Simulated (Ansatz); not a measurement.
Input and output of a self-consistent single point for CsCdCl3 (P4mm, 5 atoms in the cell) (Ansatz, a first-principles code)

Level of theory: LDA (PW92), default PAW files made with PBE (plane waves; Ansatz).

Input as run:

Ansatz 0.2 input:
```yaml
# CsCdCl3
crystal:
  lattice:
    - [5.280193, 0.000000, 0.000000]
    - [0.000000, 5.280193, 0.000000]
    - [0.000000, 0.000000, 5.280193]
  atoms:
    - { symbol: Cs, position: [0.000000, 0.000000, 0.009469] }
    - { symbol: Cd, position: [0.500000, 0.500000, 0.500000] }
    - { symbol: Cl, position: [0.000000, 0.500000, 0.500000] }
    - { symbol: Cl, position: [0.500000, 0.000000, 0.500000] }
    - { symbol: Cl, position: [0.500000, 0.500000, 0.000000] }
basis:
  ecutwfc: 420.0
kpoints:
  mp_grid:
    grid: [5, 5, 5]
hamiltonian:
  xc: lda
  pseudopotentials:
    kind: paw
scf:
  occupations:
    method: fixed
output:
  forces: true
  eigenvalues: true
  stress: true
```

The program printed (abridged):

```
WARN ansatz: RAYON_NUM_THREADS=1 ignored (pool sized by the plan → 1); use --threads N
Pseudopotentials: kind: paw
Pseudopotential: Cs, paw, valence charge 9
Pseudopotential: Cd, paw, valence charge 20
Pseudopotential: Cl, paw, valence charge 7
Crystal: 5 atoms, lattice volume = 147.214 Å³
Basis set: ecut = 420 eV, 2897 PW (Γ)
Bands: 30, of which v1, the nominal top of the filled ones, is band 25 counted from 1 (24 counted from 0)
Symmetry: 8 space group operations
Space group: P4mm (ITA 99), of the structure as read, at distance tolerance 5.3e-5 Å
k-points: 18 of 125 (time reversal used)
PAW frozen core: Cs, regenerated for the run's functional, and the local potential with it
PAW frozen core: Cd, regenerated for the run's functional, and the local potential with it
PAW frozen core: Cl, regenerated for the run's functional, and the local potential with it
Initial density: superposition of atomic densities (neutral atoms: chi_scale 0, normalization atom), corrected by the library's trained network
Initial wavefunctions: pseudopotential atomic-orbital guess
Eigensolver: davidson
Functional: x = slater, c = lda
SCF iter   1: F=—  HF=-16762.344287 eV  |F-HF|=—  |Δ(HF+E_count)|=         —  Δρ=7.23e-3  dr2=7.58e-2  ethr=1.77e-3  ⟨swp⟩=5.0  Hψ=1989  notcnv=0  defer=37
all-band conjugate gradients solve this SCF's bands
preconditioner: auto → Resta (q_TF=auto, 2.279 Å⁻¹)
SCF iter   2: F=—  HF=-16762.322348 eV  |F-HF|=—  |Δ(HF+E_count)|=   2.19e-2  Δρ=3.23e-3  dr2=1.34e-2  ethr=1.52e-4  ⟨swp⟩=2.4  Hψ=1090  notcnv=0  defer=53
SCF iter   3: F=—  HF=-16762.318513 eV  |F-HF|=—  |Δ(HF+E_count)|=   3.83e-3  Δρ=7.98e-4  dr2=6.74e-4  ethr=2.69e-5  ⟨swp⟩=2.0  Hψ=852  notcnv=0  defer=53
SCF iter   4: F=—  HF=-16762.318449 eV  |F-HF|=—  |Δ(HF+E_count)|=   6.39e-5  Δρ=1.98e-4  dr2=6.14e-5  ethr=1.35e-6  ⟨swp⟩=2.1  Hψ=662  notcnv=0  defer=53
SCF iter   5: F=—  HF=-16762.318474 eV  |F-HF|=—  |Δ(HF+E_count)|=   2.44e-5  Δρ=5.61e-5  dr2=5.19e-6  ethr=1.23e-7  ⟨swp⟩=2.2  Hψ=945  notcnv=0  defer=24
SCF iter   6: F=—  HF=-16762.318476 eV  |F-HF|=—  |Δ(HF+E_count)|=   2.57e-6  Δρ=9.73e-6  dr2=2.92e-7  ethr=1.04e-8  ⟨swp⟩=2.6  Hψ=803  notcnv=0  defer=27
SCF iter   7: F=-16762.318476 eV  HF=-16762.318476 eV  |F-HF|=1.99e-9  |Δ(HF+E_count)|=   2.90e-8  Δρ=2.05e-6  dr2=1.23e-8  ethr=2.00e-10  ⟨swp⟩=11.6  Hψ=2864  notcnv=0
SCF 1 converged in 7 iterations: F = -16762.318476 eV  dr2 = 1.23e-8
SCF converged after 7 iterations
Free energy (F): -16762.318476 eV
Harris-Foulkes:  -16762.318476 eV  (|F-HF|=1.99e-9)
Internal energy: -16762.318476 eV  (E = F + TS)
E sigma→0 (E₀):  -16762.318476 eV
Fermi energy:    2.982717 eV
--- Per-component energies (eV) ---
  E_band       = -652.649464
  E_kinetic    = 1128.273070
  E_local      = -5723.911648  (includes V_loc(G=0)·N_el)
  E_nonlocal   = 165.874971
  E_hartree    = 2524.530265
  E_xc         = -664.346094
  E_vxc        = -710.125053  (∫ρ·V_xc dr)
  E_paw        = -10727.625276  (= ΣΔE_a)
  E_vpaw       = -561.825788  (= ΣTr[D̂ρ^β])
  E_aug_tail   = 0.000308  (compensation charges beyond the density's cutoff)
  E_ewald      = -3466.722672
  E_core_change = 1.608600  (= ΣΔE_core)
  E_smearing   = -0.000000  (= −TS)
  E_closure    = 0.000000  (closes the sum)
  Σ components = -16762.318476   (vs F -16762.318476, Δ=0.00e0)
--- Forces (eV/Å), atoms counted from 1 ---
  atom   1  Cs    -0.00000000     0.00000000    -0.02543713
  atom   2  Cd     0.00000000     0.00000000     0.00965679
  atom   3  Cl     0.00000000     0.00000000     0.00505492
  atom   4  Cl     0.00000000     0.00000000     0.00505492
  atom   5  Cl    -0.00000000     0.00000000     0.00566673
  max |Σ_I F_I| component: 3.76e-6 eV/Å
--- Stress (GPa, compression-positive) ---
       -3.234091       0.000000      -0.000000
        0.000000      -3.234091       0.000000
       -0.000000       0.000000      -3.232582
  P = ⅓ Tr σ = -3.2336 GPa (-32.336 kbar)
  The stress holds the Pulay correction. Without it, at fixed plane waves, as pw.x and ABINIT print it: P = -3.2400 GPa
--- Band table (eV; the first three rows and the last of 18) ---
  k-point 0: bands = ["-97.2028", "-58.3603", "-58.3603", "-58.3602", "-15.8273", "-10.2098", "-9.7097", "-9.7091", "-3.3519", "-3.3518", "-3.3518", "-3.1088", "-3.1088", "-2.6483", "-2.6483", "-2.6476", "0.4902", "0.4902", "0.4902", "2.3674", [...]
  k-point 1: bands = ["-97.2028", "-58.3603", "-58.3603", "-58.3602", "-15.8248", "-10.1675", "-9.7249", "-9.7079", "-3.3697", "-3.3697", "-3.3563", "-3.3516", "-3.1087", "-2.6189", "-2.6189", "-2.6080", "0.5109", "0.5109", "0.5959", "2.2720", [...]
  k-point 2: bands = ["-97.2028", "-58.3603", "-58.3603", "-58.3602", "-15.8208", "-10.0920", "-9.7553", "-9.7051", "-3.6993", "-3.3968", "-3.3968", "-3.3512", "-3.1084", "-2.5722", "-2.5722", "-2.5688", "0.5399", "0.5399", "0.7906", "1.7895", [...]
  k-point 17: bands = ["-97.2028", "-58.3603", "-58.3603", "-58.3602", "-15.8113", "-9.8107", "-9.7545", "-9.7538", "-3.8193", "-3.8192", "-3.4611", "-3.4609", "-3.4474", "-2.6903", "-2.6897", "-2.6721", "-1.5441", "1.7847", "1.8959", "1.8961", [...]
```

The run converged in 7 iterations.

The starting cell comes from a database of computed structures (which also holds hypothetical and non-ambient phases and stackings), without a prior relaxation at this level. Its lattice was rescaled by up to half a per cent. One atom was moved a little off its site on purpose. With a pressure of about -3 GPa the cell is away from its equilibrium volume at this level. Ansatz's pressure includes its estimate of the finite-basis (Pulay) stress. Another mesh or the band path of this cell gives a smaller gap, so this value is not converged in the mesh.
